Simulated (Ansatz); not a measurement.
Given:

```
ZrO2
1.0
    3.60017     0.00000     0.00000
    0.00000     3.60017     0.00000
    0.00000     0.00000     5.22516
Zr O
2 4
Cartesian
  0.00000   0.00000   0.00000
  1.80008   1.80008   2.61258
  0.00000   1.80008   1.57680
  0.00000   1.80008   4.18938
  1.80008   0.00000   1.03578
  1.80008   0.00000   3.64836
```

Space group of this cell: P4_2/nmc. The cell is taken as given.

Calculation: r2SCAN (plane waves, PAW; Ansatz, a program for electronic structure).

The current runs along the normal of the first two printed vectors; no spin-orbit coupling. Scaled by the factor s: all lengths (ions clamped). Meshes 8×8×6 and 8×8 across the current in all rows.

```csv
s,mean pressure (GPa),slowest mid-gap decay constant κ (1/Å)
0.98,16.9,?
1.00,-0.1,0.386
1.02,-13.1,0.373
```

Task: Take the slope of the slowest mid-gap decay constant κ against ln s from the two given rows, extrapolate to s = 0.98, and say what the run there gives.

Result: Slope = (0.373 − 0.386) / ln 1.02 = -0.656 1/Å. The line gives 0.386 + (-0.656) × ln 0.98 = 0.399 1/Å. The run gives 0.402 1/Å, 0.003 1/Å over the line, 21 % of the predicted step.
